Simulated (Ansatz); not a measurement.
Data:

```yaml
crystal:
  lattice:
    - [3.46233, 0.00000, 0.00000]
    - [1.73116, 2.99846, 0.00000]
    - [1.73116, -0.99949, 2.79177]
  atoms:
    - { symbol: Y, position: [0.00000, 0.00000, 0.00000] }
    - { symbol: N, position: [0.00000, 0.50000, 0.50000] }
```

No spin polarisation.

Calculations: PBEsol (Ansatz, a quantum-chemistry and plane-wave program), no spin-orbit coupling. k-mesh 12×12×12 (Γ-centred); smearing 0.05 eV (Fermi–Dirac).

**Question.** Predict the hole mass, pressure and gap character.

**Answer.** The hole mass is 0.26 mₑ out of plane, 0.48 mₑ in plane (at Γ). The pressure (mean of the normal stresses, compression positive) is -2.05 GPa and the gap character is indirect, Γ → F.

The cells carry an imposed strain or load. Effective masses come from finite differences of ±0.01 Å⁻¹. No phonon test of stability was made. The cell was made from YN in the rock salt structure (space group Fm-3m, No. 225) by this change: biaxial strain +0.83 %, plane normal [111], relaxed out of plane. A zero or small gap of YN can be the functional's error rather than a property of the material.
